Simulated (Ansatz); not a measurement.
We consider NiS₂ (R-3m, No. 166, 3 atoms in the cell; start mp-1411545), described by PBEsol in Ansatz (PAW).

Settings: plane-wave cutoff 500 eV, 14×14×14 k mesh, gaussian smearing 0.02 eV, no spin polarisation, scalar-relativistic PAW data made under PBE.

Cell (relaxed at this level):

NiS2 has the trigonal space group R-3m, hexagonal axes (No. 166), Pearson symbol hR3. Lattice parameters: a = 3.309 Å, b = 3.309 Å, c = 17.697 Å, α = 90.00°, β = 90.00°, γ = 120.00°. Ni on 3a is coordinated by 6 S at 2.231 Å (octahedral). S on 6c is coordinated by 3 Ni at 2.231 Å (trigonal pyramidal). (Neighbours: up to the widest gap in distance over summed covalent radii, below 1.35, at either atom; cation-cation and far metal-metal contacts left out.)
(The calculation used a cell of 3 atoms; values per cell refer to that cell.)

Task: Estimate the band gap that the calculation returns.

Result: 
- band gap: 0.05 eV (under three smearing widths, so not firm)

Note: the relaxation could not lower the start's symmetry, so the cell can be a saddle point above a distorted one; the cell has widely spaced layers and the level no dispersion term, so their spacing and the moduli can rest on weak binding.

A start named mp-… is a Materials Project structure, which need not be a measured phase.

Ansatz is a first-principles code.
